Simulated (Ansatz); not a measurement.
Defect migration in cuprite: Cu vacancy, charge state -1. Computed with PBE, PAW (plane waves to 420 eV; Ansatz, a program for electronic structure).

48-site cell at the relaxed PBE lattice, one k-point at (0.250, 0.250, 0.250), smearing 0.05 eV, spin-restricted, no finite-size correction. Energies are static. PBE gaps are too small, and in this host the defect's levels may merge with the bands. The charge state is imposed; whether it is stable for some Fermi level was not computed. Forms of the defect that were not tried may lie lower.

Barriers: single points on a 2×2×2 k-point mesh shifted by half a step at the bands' geometries.

The step: a nearby Cu atom hops onto the vacant site; the atom moves 3.15 Å along (0.52, 0.52, 0.00) of the unit cell; the moving atom starts with neighbours 2 O at 1.86 Å and ends with 2 O at 1.86 Å.

### Question
What migration barrier of this step does PBE, PAW give?

### Answer
11.0 kcal/mol, the same both ways. At the saddle the moving atom has neighbours 2 O at 2.04, O at 2.45, O at 2.48 Å. The saddle point's order was not checked, and it lies on a symmetry element of the cell, where a band can be held.
